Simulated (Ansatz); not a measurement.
System: hcp Gd. Method: HSE06 (plane waves, PAW; Ansatz, a first-principles code).

Run with plane-wave cutoff 460 eV, 9×9×6 k mesh (along the axes of the cell as run), Fermi–Dirac smearing 0.05 eV, spin-polarised with parallel moments, scalar-relativistic PAW data made under PBE.

Cell (relaxed at this level):

```xyz
2
Lattice="1.8366 -3.1812 0.0000 1.8366 3.1812 0.0000 0.0000 0.0000 5.9578" Properties=species:S:1:pos:R:3 pbc="T T T"
Gd     1.8366     1.0604     1.4895
Gd     1.8366    -1.0604     4.4684
```
Starting moments (μB, in the order of the record's atoms Gd Gd): 7.0 7.0.

Question: Give the computed magnetic moment per atom (the cell's total over its atoms).

Answer: 
- magnetic moment per atom (the cell's total over its atoms) = 7.91 μB

Note: the state of the 4f shell is in doubt; the collinear magnetic order is the start's and need not be the measured one.

Moments are spin moments.

Spin–orbit coupling is not included.

Static lattice: no zero-point or thermal effects.
